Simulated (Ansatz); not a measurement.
Results of LDA (plane waves, PAW; Ansatz, a quantum-chemistry and plane-wave program) for SiO2 (Ima2, No. 46, 12 atoms in the cell; start mp-555251; a measured phase of this formula has another space group).

Numerical settings: plane-wave cutoff 520 eV, 8×8×8 k mesh, Fermi–Dirac smearing 0.01 eV, scalar-relativistic PAW data made under PBE.

Cell (relaxed at this level):

```cif
data_O8Si4
_chemical_formula_sum 'Si4 O8'
_space_group_name_H-M_alt 'P 1'
_space_group_IT_number 1
_cell_length_a 6.97209
_cell_length_b 6.97209
_cell_length_c 6.97209
_cell_angle_alpha 91.016
_cell_angle_beta 104.418
_cell_angle_gamma 137.161
loop_
_space_group_symop_operation_xyz
  'x, y, z'
loop_
_atom_site_label
_atom_site_type_symbol
_atom_site_fract_x
_atom_site_fract_y
_atom_site_fract_z
_atom_site_occupancy
Si1 Si 0.15044 0.59080 0.74195 1
Si2 Si 0.84886 0.40849 0.25805 1
Si3 Si 0.15044 0.90849 0.05964 1
Si4 Si 0.84886 0.09080 0.94036 1
O1 O 0.07552 0.34633 0.84277 1
O2 O 0.50356 0.23275 0.15723 1
O3 O 0.07552 0.73275 0.22918 1
O4 O 0.50356 0.84633 0.77082 1
O5 O 0.93881 0.93881 0.00000 1
O6 O 0.93881 0.43881 0.50000 1
O7 O 0.87468 0.22737 0.14730 1
O8 O 0.08007 0.72737 0.85270 1
```

What does this level give for the band gap?


band gap: 5.67 eV (on the SCF k mesh)

Note: the relaxation could not lower the start's symmetry, so the cell can be a saddle point above a distorted one.

Computed values are for the static lattice.

Cost on a shared machine: roughly 15 core-minutes.

A start named mp-… is a Materials Project structure, which need not be a measured phase.
